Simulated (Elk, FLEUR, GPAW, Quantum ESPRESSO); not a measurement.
## GdPPd (P6_3/mmc, 6 atoms in the cell) computed with different codes at matched settings

Self-consistent single point, at a second geometry (lattice scaled by 0.98). First geometry:

```yaml
crystal:
  lattice:
    - [4.16767, 0.00000, 0.00000]
    - [-2.08384, 3.60931, 0.00000]
    - [0.00000, 0.00000, 7.66629]
  atoms:
    - { symbol: Gd, position: [0.00000, 0.00000, 0.00000], spin: 7.0 }
    - { symbol: Gd, position: [0.00000, 0.00000, 0.50000], spin: 7.0 }
    - { symbol: P, position: [0.66667, 0.33333, 0.25000] }
    - { symbol: P, position: [0.33333, 0.66667, 0.75000] }
    - { symbol: Pd, position: [0.66667, 0.33333, 0.75000] }
    - { symbol: Pd, position: [0.33333, 0.66667, 0.25000] }
```
(The spins are starting values, not results.)

Shared settings, as Quantum ESPRESSO writes them: occupations = smearing; smearing = gaussian; degauss = 0.0099958 Ry; nspin = 2; K_POINTS = automatic 7 7 3 0 0 0. Potentials and cutoffs stand in the table.

| code | model | ΔF from the first geometry (meV/atom) | size of the net moment (μB/atom) | cutoff |
|---|---|---|---|---|
| Quantum ESPRESSO | LDA (PZ), SSSP 1.1.2 efficiency (PBE) pseudopotentials | -16.4 | 2.35 | 60 Ry |
| FLEUR | LDA (Perdew-Zunger), all-electron FLAPW (FLEUR), scalar-relativistic valence | – | 2.34 | Kmax 3.9 1/bohr |
| GPAW | LDA (Perdew-Wang 92), GPAW PAW datasets LDA (gpaw-data 1.0.1) | -19.7 | 2.35 | 800 eV |
| Elk | LDA (PW92), all-electron FP-LAPW, Elk's shipped species files, LAPW+lo basis | – | 2.33 | rgkmax 8 |

A dash marks a value that a program does not give, or that is left out as unsure.

On Quantum ESPRESSO's run: spin-orbit coupling is off. The magnetic order is the one reached from the typed start; others were not searched systematically. With U or open f shells several self-consistent states can exist. The f electrons are in the valence without U or exact exchange, which can misplace them near the Fermi level. Spin-orbit terms, which matter for f shells, are left out.

The spread over the programs that give each value: ΔF from the first geometry within 3.3 meV/atom; size of the net moment within 0.02 μB/atom.

FLEUR and Elk treat all electrons, but the usual bases taken here (sphere radii, linearisation, local orbitals, empty states) were not tested for convergence, so the values are no reference for the others. The same LDA comes in different parametrisations, which differ slightly.

The starting cell comes from a database of computed structures (which also holds hypothetical and non-ambient phases and stackings), without a prior relaxation at this level. For this run, on top of that: lattice scaled by 0.98.

Left out of this page: Ansatz (with a known weakness of the program).
